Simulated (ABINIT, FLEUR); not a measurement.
An ABINIT input for a self-consistent single point of CsCl (Pm-3m, 2 atoms in the cell) (DFT, PBE, plane waves, PAW (JTH v2.0 PBE PAW)):

```
# CsCl, JTH v2.0 PBE PAW
pp_dirpath "./"
pseudos "Cs.GGA_PBE-JTH.xml, Cl.GGA_PBE-JTH.xml"
acell 4.0336180000 4.0336180000 4.0336180000 Angstrom
rprim
         1.0000000000    0.0000000000    0.0000000000
         0.0000000000    1.0000000000    0.0000000000
         0.0000000000    0.0000000000    1.0000000000
natom 2
ntypat 2
znucl 55 17
typat 1 2
xcart
         0.0000000000    0.0000000000    0.0000000000
         3.8112166557    3.8112166557    3.8112166557
ecut 52 Ry
pawecutdg 104 Ry
pawxcdev 0
ixc 11
occopt 3
tsmear 0.00036749
nband 13
kptopt 1
ngkpt 4 4 4
nshiftk 1
shiftk 0 0 0
nstep 100
tolvrs 1.0e-10
prtwf 0
prtden 0
enunit 1
```

**Question.** Give the FLEUR input for the same structure, mesh, smearing and functional.

**Answer.** This is the input that was run; spellings and numerical settings could be chosen otherwise.

Input of the input generator:

```
CsCl FLAPW
&input film=f /
7.6224333114 0.0000000000 0.0000000000
0.0000000000 7.6224333114 0.0000000000
0.0000000000 0.0000000000 7.6224333114
1.0
1.0 1.0 1.0

2
55 0.0000000000 0.0000000000 0.0000000000
17 0.5000000000 0.5000000000 0.5000000000

&comp jspins=1 /
&kpt div1=4 div2=4 div3=4 gamma=t /
&end /
```

```xml
<?xml version="1.0" encoding="UTF-8" standalone="no"?>
<fleurInput fleurInputVersion="0.39">
   <comment>
      CsCl FLAPW                                                                                          
   </comment>
   <calculationSetup>
      <cutoffs Kmax="3.8" Gmax="15.2" GmaxXC="15.2" numbands="0"/>
      <scfLoop itmax="60" minDistance="0.00001" maxIterBroyd="40" imix="Anderson" alpha="0.05" precondParam="0.0" spinf="2.0"/>
      <coreElectrons ctail="T" frcor="F" kcrel="0" coretail_lmax="0"/>
      <xcFunctional name="pbe" relativisticCorrections="F"/>
      <magnetism jspins="1"/>
      <soc l_soc="F" theta="0.0" phi="0.0" spav="F"/>
      <expertModes spex="0" secvar="F"/>
      <geometryOptimization l_f="T" forcealpha="1.0" forcemix="BFGS" epsdisp="0.00001" epsforce="0.00001"/>
      <ldaU l_linMix="F" mixParam="0.05" spinf="1.0"/>
   </calculationSetup>
   <cell>
      <bzIntegration valenceElectrons="16.0" mode="hist" fermiSmearingEnergy="0.00036749">
         <kPointListSelection listName="default-1"/>
         <!-- k-points included here -->
         <xi:include xmlns:xi="http://www.w3.org/2001/XInclude" href="kpts.xml"> </xi:include>
      </bzIntegration>
      <!-- symmetry operations included here -->
      <xi:include xmlns:xi="http://www.w3.org/2001/XInclude" href="sym.xml"> </xi:include>
      <bulkLattice scale="1.0">
         <bravaisMatrix>
            <row-1>    7.6224333114000000     0.0000000000000000     0.0000000000000000</row-1>
            <row-2>    0.0000000000000000     7.6224333114000000     0.0000000000000000</row-2>
            <row-3>    0.0000000000000000     0.0000000000000000     7.6224333114000000</row-3>
         </bravaisMatrix>
      </bulkLattice>
   </cell>
   <atomSpecies>
      <species name="Cesium (Cs)" element="Cs" atomicNumber="55">
         <mtSphere radius="2.63" gridPoints="925" logIncrement="0.014"/>
         <atomicCutoffs lmax="10" lnonsphr="8"/>
         <electronConfig flipSpins="F">
            <coreConfig>(1s1/2) (2s1/2) (2p1/2) (2p3/2) (3s1/2) (3p1/2) (3p3/2) (4s1/2) (3d3/2) (3d5/2) (4p1/2) (4p3/2) (4d3/2) (4d5/2)</coreConfig>
            <valenceConfig>(5s1/2) (5p1/2) (5p3/2) (6s1/2)</valenceConfig>
            <stateOccupation state="(6s1/2)" spinUp="0.5" spinDown="0.5"/>
         </electronConfig>
         <energyParameters s="6" p="6" d="5" f="4"/>
         <lo type="SCLO" l="0" n="5" eDeriv="0"/>
         <lo type="SCLO" l="1" n="5" eDeriv="0"/>
      </species>
      <species name="Chlorine (Cl)" element="Cl" atomicNumber="17">
         <mtSphere radius="2.63" gridPoints="925" logIncrement="0.013"/>
         <atomicCutoffs lmax="10" lnonsphr="8"/>
         <electronConfig flipSpins="F">
            <coreConfig>(1s1/2) (2s1/2) (2p1/2) (2p3/2)</coreConfig>
            <valenceConfig>(3s1/2) (3p1/2) (3p3/2)</valenceConfig>
            <stateOccupation state="(3p1/2)" spinUp="0.8333333333333" spinDown="0.8333333333333"/>
            <stateOccupation state="(3p3/2)" spinUp="1.6666666666667" spinDown="1.6666666666667"/>
         </electronConfig>
         <energyParameters s="3" p="3" d="3" f="4"/>
      </species>
   </atomSpecies>
   <atomGroups>
      <atomGroup species="Cesium (Cs)">
         <relPos label="                   1">.0000000000 .0000000000 .0000000000</relPos>
         <force calculate="T" relaxXYZ="TTT"/>
      </atomGroup>
      <atomGroup species="Chlorine (Cl)">
         <relPos label="                   2">1.000/2.000 1.000/2.000 1.000/2.000</relPos>
         <force calculate="T" relaxXYZ="TTT"/>
      </atomGroup>
   </atomGroups>
   <output dos="F" band="F" slice="F">
      <checks vchk="F" cdinf="F"/>
      <bandDOS minEnergy="-.5*Htr" maxEnergy="0.5*Htr" sigma="0.015" storeEVData="T"/>
      <vacuumDOS vacdos="F" integ="F" star="F" nstars="0" locx1="0.0" locy1="0.0" locx2="0.0" locy2="0.0" nstm="0" tworkf="0.0"/>
      <unfoldingBand unfoldBand="F" supercellX="1" supercellY="1" supercellZ="1"/>
      <plotting iplot="0" polar="F">
         <plot TwoD="T" vec1="  1.0  0.0  0.0" vec2="  0.0  1.0  0.0" vec3="  0.0  0.0  1.0" zero="  0.0  0.0  0.0" file="plot"/>
      </plotting>
      <chargeDensitySlicing numkpt="0" minEigenval="0.0" maxEigenval="0.0" nnne="0" pallst="F"/>
      <specialOutput eonly="F"/>
      <magneticCircularDichroism mcd="F" energyLo="-10.0" energyUp="0.0"/>
   </output>
  <!-- We include the file relax.xml here to enable relaxations (see documentation) -->
  <xi:include xmlns:xi="http://www.w3.org/2001/XInclude" href="relax.xml"> <xi:fallback/> </xi:include>
</fleurInput>
```

Basis settings and potentials, where a program has them, do not carry over. This input uses DFT, PBE, all-electron FLAPW (FLEUR), scalar-relativistic valence.

The starting cell comes from a database of computed structures (which also holds hypothetical and non-ambient phases and stackings), without a prior relaxation at this level. Its lattice was rescaled by a random factor within 2.5 % of one. For this run, on top of that: lattice scaled by 0.98.
